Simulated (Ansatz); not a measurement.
Band structure of Ca2Si (Fm-3m, 3 atoms in the cell).

```
Ca2Si
1.0
    0.00000     3.58523     3.58523
    3.58523     0.00000     3.58523
    3.58523     3.58523     0.00000
Ca Si
2 1
Direct
  0.75000   0.75000   0.75000
  0.25000   0.25000   0.25000
  0.00000   0.00000   0.00000
```

Method: PBEsol, default PAW files made with PBE (plane waves; Ansatz, a program for electronic structure).

Settings: basis.ecutwfc = 420 eV; kpoints.mp_grid.grid = 8 8 8; hamiltonian.xc = pbesol; hamiltonian.pseudopotentials = {kind: paw} (the program's default PAW files); scf.occupations.method = fixed; kpoints.band_path.npoints = 8.

The starting cell comes from a database of computed structures (which also holds hypothetical and non-ambient phases and stackings), without a prior relaxation at this level.

Problem. Predict the gap along the standard path and the places of the band edges.

Solution. The gap along the path is 0.52 eV, direct at X to within 0.01 eV.

Levels in eV from the top of the valence band on the path, bands 9 to 15:
```
point      9     10     11     12    13    14    15
-----  -----  -----  -----  -----  ----  ----  ----
Γ      -6.52  -0.36  -0.36  -0.36  1.70  1.87  1.87
X      -5.61  -1.93   0.00   0.00  0.52  1.67  2.65
W      -5.61  -1.20  -1.20  -0.33  1.14  2.61  2.61
K      -5.63  -1.55  -0.91   0.00  0.97  2.35  2.81
L      -5.82  -1.91  -0.05  -0.05  2.42  2.42  2.63
U      -5.63  -1.55  -0.91   0.00  0.97  2.35  2.81
```

Keys are those of Ansatz 0.2.
